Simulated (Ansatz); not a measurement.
The parent structure is ZrSe₂ in the CdI2 type structure (space group P-3m1, No. 164; a = 3.660 Å, c = 5.841 Å; layered, stacked along the Cartesian z axis; relaxed with 0.1 eV smearing).

Computed with Ansatz (a program for electronic structure) PBEsol-D3(BJ), no spin-orbit coupling.

Strains are applied to the cell and any free atomic positions relax.

One change was made to it. Results:

```tsv
quantity	base	after
pressure (mean of the normal stresses, compression positive)	0.0 GPa	4.4 GPa
largest internal atomic displacement	–	0.065 Å
energy relative to the base (free energy F)	0 meV/atom	+21 meV/atom
band gap	zero	zero
```

Task: What was done to the base?
(A) isotropic strain −3.00 %
(B) isotropic strain +1.00 %
(C) isotropic strain +2.50 %
(D) isotropic strain −2.50 %

Result: D, isotropic strain −2.50 %. For comparison, the energy relative to the base in the other runs: isotropic strain +2.50 % gives +17 meV/atom; isotropic strain +1.00 % gives +2.9 meV/atom; isotropic strain −3.00 % gives +31 meV/atom.

Stability against distortions was not tested. The final runs are not spin-polarised. A zero or small gap of ZrSe2 can be the functional's error rather than a property of the material.
